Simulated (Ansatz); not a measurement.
Take ZnSe in the zinc blende structure (space group F-43m, No. 216) as the base.

Space group F-43m (No. 216); a = b = c = 5.7330 Å, α = β = γ = 90.00°

```csv
atom,site,symmetry,x,y,z
Zn,4a,-43m,0.0000,0.0000,0.0000
Se,4d,-43m,0.7500,0.7500,0.7500
```
(The calculation used a cell of 2 atoms; values per cell refer to that cell.)

Level of theory: PBE/PAW in Ansatz (a program for electronic structure), no spin-orbit coupling.

Base values:

| Item | Value |
|---|---|
| Valley order | Γ 1.15 eV; L along ⟨111⟩ 2.49 eV |
| Width of the top valence band | 2.50 eV |
| Pressure | 0.00 GPa |

Now apply this change: the cell is scaled by 0.9950 in all directions, atoms relaxed at fixed cell.

What happens to the valley order?

The valley order (the lowest conduction-band minima on the path, energy above the VBM, named in the base's zone) becomes Γ 1.21 eV; L along ⟨111⟩ 2.51 eV (base: Γ 1.15 eV; L along ⟨111⟩ 2.49 eV).

What happens to the energy relative to the base?

The energy rises by 0.9 meV/atom.

Estimate the effect on the width of the top valence band.

The width of the top valence band grows by 0.07 eV (2.50 eV → 2.57 eV).

What does the calculation give for the pressure after the change?

The pressure goes from zero to 0.88 GPa.

Estimate the effect on the mean gap deformation potential ΔEg/Δln V.

The mean gap deformation potential ΔEg/Δln V is -3.9 eV.

The cells carry an imposed strain or load. Whether these cells are dynamically stable was not tested.
